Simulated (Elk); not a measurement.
Worked example: self-consistent single point of Al (Fm-3m, 1 atom in the cell) in Elk.

Computed with LDA (PW92), all-electron FP-LAPW, Elk's shipped species files, APW+lo basis with extra local orbitals (Elk).

```yaml
crystal:
  lattice:
    - [0.00000, 2.01522, 2.01522]
    - [2.01522, 0.00000, 2.01522]
    - [2.01522, 2.01522, 0.00000]
  atoms:
    - { symbol: Al, position: [0.00000, 0.00000, 0.00000] }
```

Reference input (self-consistent single point, DFT, PBE, all-electron FP-LAPW, Elk's shipped species files, APW+lo basis with extra local orbitals): xctype = 20; rgkmax = 8; swidth = 0.00367493 Ha; ngridk = 10 10 10; gmaxvr = 16 1/bohr; nxlo = 2; lorbcnd = true; lmaxi = 3; maxscl = 100. This run's input differs from it in these lines:

```diff
@@ -2,5 +2,2 @@
   0
-
-xctype
-  20
```

Output, abridged:

```
│ Self-consistent loop started │
│ Loop number : 1 │
 total energy                :     -242.116090690
│ Loop number : 2 │
 total energy                :     -242.116262842
RMS change in Kohn-Sham potential (target) :   0.2278923101E-01 (  0.1000000000E-05)
Absolute change in total energy (target)   :   0.1721521357E-03 (  0.1000000000E-03)
│ Loop number : 3 │
 total energy                :     -242.112782273
RMS change in Kohn-Sham potential (target) :   0.2196752544E-01 (  0.1000000000E-05)
Absolute change in total energy (target)   :   0.3437531115E-02 (  0.1000000000E-03)
│ Loop number : 4 │
   [... lines left out ...]
Absolute change in total energy (target)   :   0.8654895569E-03 (  0.1000000000E-03)
│ Loop number : 11 │
 total energy                :     -241.919278579
RMS change in Kohn-Sham potential (target) :   0.2310470986E-06 (  0.1000000000E-05)
Absolute change in total energy (target)   :   0.2170931978E-03 (  0.1000000000E-03)
│ Loop number : 12 │
 total energy                :     -241.919278571
RMS change in Kohn-Sham potential (target) :   0.7373654452E-07 (  0.1000000000E-05)
Absolute change in total energy (target)   :   0.5428122296E-04 (  0.1000000000E-03)
Convergence targets achieved

│ Loop number : 13 │

Energies :
 Fermi                       :     0.273746943596
 total energy                :     -241.919278534

Density of states at Fermi energy :    18.16334389
 (states/Hartree/unit cell)

Estimated indirect band gap :   0.2173851626E-02
 from k-point     47 to k-point     42
Estimated direct band gap   :   0.5240129227E-01
 at k-point     43

Charges :
 core                        :    4.000000000
 valence                     :    9.000000000
 interstitial                :    1.764710057
 muffin-tins (core leakage)
  species :    1 (Al)
   atom    1                 :    11.23528994     (  0.4985879316E-03)
 total in muffin-tins        :    11.23528994
 total calculated charge     :    12.99039253
 total charge                :    13.00000000
 error                       :   0.9607470768E-02

│ Self-consistent loop stopped │
```

The run converged in 13 iterations. The count includes the last loop, which Elk runs after its targets are met. 

The starting cell comes from a database of computed structures (which also holds hypothetical and non-ambient phases and stackings), without a prior relaxation at this level. Its lattice was rescaled by a random factor within 2.5 % of one. Values depend on the basis (sphere radii, cutoffs, local orbitals), which need not be converged. The log's line on a gap gives a spacing of levels on this mesh, which the program prints for metals too.
